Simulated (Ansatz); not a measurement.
SrTiO3 in the cubic perovskite structure (space group Pm-3m, No. 221)

```
SrTiO3
1.0
    3.90701     0.00000     0.00000
    0.00000     3.90701     0.00000
    0.00000     0.00000     3.90701
Sr Ti O
1 1 3
Direct
  0.00000   0.00000   0.00000
  0.50000   0.50000   0.50000
  0.00000   0.50000   0.50000
  0.50000   0.50000   0.00000
  0.50000   0.00000   0.50000
```

All numbers come from r2SCAN (Ansatz, a program for electronic structure), spin-orbit coupling left out. k-mesh 9×9×9 (Γ-centred); smearing 0.05 eV (Fermi–Dirac).

The volume per atom is 11.93 Å³ and the density is 5.11 g/cm³. The band gap is 2.26 eV, indirect, R → Γ, the lowest conduction-band minima above the VBM is Γ 2.26 eV and the total energy comes out as -1554.945 eV/atom (σ→0; compares only within this code and set-up).

Whether these cells are dynamically stable was not tested. The final runs are not spin-polarised. Many cubic perovskites are stable only at high temperature; tilts and polar distortions were not tested.
